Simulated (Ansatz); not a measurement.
## Element substitutions in CsPbCl3

Base system: CsPbCl3 in the cubic perovskite structure (space group Pm-3m, No. 221; a = 5.7357 Å).

Each row replaces one element on all its sites; cell and atoms are relaxed.

All numbers come from PBE, PAW, 420 eV (Ansatz, a quantum-chemistry and plane-wave program; no spin-orbit coupling), earlier PAW set.

Candidates:
(a) Pb → Si
(b) Cs → La
(c) Cs → H

For the base:

The shortest interatomic distance is 2.868 Å.

Q: Order them by shortest interatomic distance, highest first.

A: (b) Cs → La (2.813 Å), (c) Cs → H (2.708 Å), (a) Pb → Si (2.611 Å)

Other magnetic orders, which the real material may have, were not ruled out. No phonon test of stability was made. As relaxed here, CsSiCl3, LaPbCl3 and PbHCl3 are hypothetical phases, not in the database extracts checked. Spin-polarised in the final run: LaPbCl3 and PbHCl3; the other runs are not. Many cubic perovskites are stable only at high temperature; tilts and polar distortions were not tested. This is not the structure that CsPbCl3 has at room temperature and ambient pressure.
